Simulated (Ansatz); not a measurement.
Element substitutions in Ta2Se

Consider Ta$_{2}$Se (space group P4/nmm, No. 129; a = 3.3666 Å, c = 10.0006 Å; layered, stacked along the Cartesian z axis).

Each row replaces one element on all its sites; cell and atoms are relaxed.

Level of theory: r2SCAN+rVV10, PAW, 500 eV (Ansatz, a quantum-chemistry and plane-wave program; no spin-orbit coupling).

| change | c/a ratio | lattice parameter a |
|---|---|---|
| base | 2.971 | 3.367 Å |
| Se → O | 2.575 | 3.141 Å |
| Se → Ru | 3.062 | 3.182 Å |
| Se → As | 2.711 | 3.385 Å |

Stability against distortions was not tested. As relaxed here, Ta2O, Ta2Ru and Ta2As are hypothetical phases, not in the database extracts checked. No Hubbard U is applied, and correlation can decide whether such a compound is a metal. The final runs are not spin-polarised.
